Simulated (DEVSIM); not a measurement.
Structure: TaN/HfO2/SiO2/p-Si capacitor, at 400 K.

| layer (left to right) | material | thickness (nm) | Na (cm⁻³) |
|---|---|---|---|
| 1 | HfO2 | 5.50 | - |
| 2 | SiO2 | 0.510 | - |
| 3 | Si | 340 | 2.8e18 |

Metal gate on the left, work function 4.4 eV. Fixed charge at the semiconductor interface 0 cm⁻² (in units of +e); no interface traps.

Constants are typed, rounded textbook-type inputs, not results; the design itself was drawn at random and stands for no fabricated device. Values at 300 K; Nc and Nv go as T^1.5, mobilities as T to minus their exponent, the gap by Varshni's rule with the affinity fixed.

```csv
parameter,HfO2,SiO2,Si
gap (eV),5.7,9,1.124
affinity (eV),2.5,0.9,4.05
permittivity,22,3.9,11.7
Nc (cm⁻³),-,-,2.86e19
Nv (cm⁻³),-,-,3.1e19
Varshni α (eV/K),-,-,0.000473
Varshni β (K),-,-,636
```

DEVSIM, 1D Poisson equation in equilibrium, Boltzmann statistics, complete ionisation; no quantum confinement or tunnelling. Metal contacts follow the ideal Schottky-Mott rule: no Fermi-level pinning, no interface dipoles.

Problem. Tabulate band edges, carrier densities and field at 0.1 V on the gate.

Solution. Energies count from the Fermi level of the right contact; mesh points crowd at the junctions.

```json
[
 {"x (μm)": "0.000", "Ec (eV)": "1.800", "Ev (eV)": "-3.900", "n (cm⁻³)": "< 1e2", "p (cm⁻³)": "< 1e2", "field (V/cm)": "330000"},
 {"x (μm)": "0.0008522", "Ec (eV)": "1.828", "Ev (eV)": "-3.872", "n (cm⁻³)": "< 1e2", "p (cm⁻³)": "< 1e2", "field (V/cm)": "330000"},
 {"x (μm)": "0.002057", "Ec (eV)": "1.868", "Ev (eV)": "-3.832", "n (cm⁻³)": "< 1e2", "p (cm⁻³)": "< 1e2", "field (V/cm)": "330000"},
 {"x (μm)": "0.003515", "Ec (eV)": "1.915", "Ev (eV)": "-3.785", "n (cm⁻³)": "< 1e2", "p (cm⁻³)": "< 1e2", "field (V/cm)": "330000"},
 {"x (μm)": "0.005011", "Ec (eV)": "1.964", "Ev (eV)": "-3.736", "n (cm⁻³)": "< 1e2", "p (cm⁻³)": "< 1e2", "field (V/cm)": "330000"},
 {"x (μm)": "0.005675", "Ec (eV)": "3.613", "Ev (eV)": "-5.387", "n (cm⁻³)": "< 1e2", "p (cm⁻³)": "< 1e2", "field (V/cm)": "1900000"},
 {"x (μm)": "0.005958", "Ec (eV)": "3.666", "Ev (eV)": "-5.334", "n (cm⁻³)": "< 1e2", "p (cm⁻³)": "< 1e2", "field (V/cm)": "1900000"},
 {"x (μm)": "0.007292", "Ec (eV)": "0.600", "Ev (eV)": "-0.496", "n (cm⁻³)": "1.2e12", "p (cm⁻³)": "2.7e13", "field (V/cm)": "560000"},
 {"x (μm)": "0.009333", "Ec (eV)": "0.706", "Ev (eV)": "-0.391", "n (cm⁻³)": "5.7e10", "p (cm⁻³)": "5.7e14", "field (V/cm)": "470000"},
 {"x (μm)": "0.01307", "Ec (eV)": "0.852", "Ev (eV)": "-0.244", "n (cm⁻³)": "8.0e8", "p (cm⁻³)": "4.0e16", "field (V/cm)": "310000"},
 {"x (μm)": "0.01993", "Ec (eV)": "0.976", "Ev (eV)": "-0.121", "n (cm⁻³)": "2.2e7", "p (cm⁻³)": "1.4e18", "field (V/cm)": "73000"},
 {"x (μm)": "0.03870", "Ec (eV)": "0.999", "Ev (eV)": "-0.098", "n (cm⁻³)": "1.2e7", "p (cm⁻³)": "2.8e18", "field (V/cm)": "120"},
 {"x (μm)": "0.06690", "Ec (eV)": "0.999", "Ev (eV)": "-0.098", "n (cm⁻³)": "1.2e7", "p (cm⁻³)": "2.8e18", "field (V/cm)": "≈ 0"},
 {"x (μm)": "0.1186", "Ec (eV)": "0.999", "Ev (eV)": "-0.098", "n (cm⁻³)": "1.2e7", "p (cm⁻³)": "2.8e18", "field (V/cm)": "≈ 0"},
 {"x (μm)": "0.2290", "Ec (eV)": "0.999", "Ev (eV)": "-0.098", "n (cm⁻³)": "1.2e7", "p (cm⁻³)": "2.8e18", "field (V/cm)": "≈ 0"},
 {"x (μm)": "0.2827", "Ec (eV)": "0.999", "Ev (eV)": "-0.098", "n (cm⁻³)": "1.2e7", "p (cm⁻³)": "2.8e18", "field (V/cm)": "≈ 0"},
 {"x (μm)": "0.3120", "Ec (eV)": "0.999", "Ev (eV)": "-0.098", "n (cm⁻³)": "1.2e7", "p (cm⁻³)": "2.8e18", "field (V/cm)": "≈ 0"},
 {"x (μm)": "0.3280", "Ec (eV)": "0.999", "Ev (eV)": "-0.098", "n (cm⁻³)": "1.2e7", "p (cm⁻³)": "2.8e18", "field (V/cm)": "≈ 0"},
 {"x (μm)": "0.3386", "Ec (eV)": "0.999", "Ev (eV)": "-0.098", "n (cm⁻³)": "1.2e7", "p (cm⁻³)": "2.8e18", "field (V/cm)": "≈ 0"},
 {"x (μm)": "0.3425", "Ec (eV)": "0.999", "Ev (eV)": "-0.098", "n (cm⁻³)": "1.2e7", "p (cm⁻³)": "2.8e18", "field (V/cm)": "≈ 0"},
 {"x (μm)": "0.3446", "Ec (eV)": "0.999", "Ev (eV)": "-0.098", "n (cm⁻³)": "1.2e7", "p (cm⁻³)": "2.8e18", "field (V/cm)": "≈ 0"},
 {"x (μm)": "0.3460", "Ec (eV)": "0.999", "Ev (eV)": "-0.098", "n (cm⁻³)": "1.2e7", "p (cm⁻³)": "2.8e18", "field (V/cm)": "≈ 0"}
]
```
